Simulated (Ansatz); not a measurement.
# TaAs (I4₁md, No. 109, 4 atoms in the cell; start mp-1936)

Calculation: r²SCAN+rVV10 (Ansatz, a first-principles code, PAW).

Numerical settings: plane-wave cutoff 560 eV, 22×22×22 k mesh, Fermi–Dirac smearing 0.05 eV, scalar-relativistic PAW data made under PBE.

Cell (relaxed at this level):

```
CELL_PARAMETERS angstrom
     -1.71744     1.71744     5.83224
      1.71744    -1.71744     5.83224
      1.71744     1.71744    -5.83224
ATOMIC_POSITIONS crystal
  Ta 0.25009 0.75009 0.50000
  Ta 0.50009 0.50009 0.00000
  As 0.83251 0.33251 0.50000
  As 0.08251 0.08251 0.00000
```

```yaml
band_gap: zero (no gap)
```

Note: the relaxation could not lower the start's symmetry, so the cell can be a saddle point above a distorted one.

Spin–orbit coupling is not included; it can open a gap where bands touch, and shift volumes and moduli.

The computed numbers hold no vibrational or temperature effects.

It cost very roughly 40 core-minutes of CPU time.

A start named mp-… is a Materials Project structure, which need not be a measured phase.
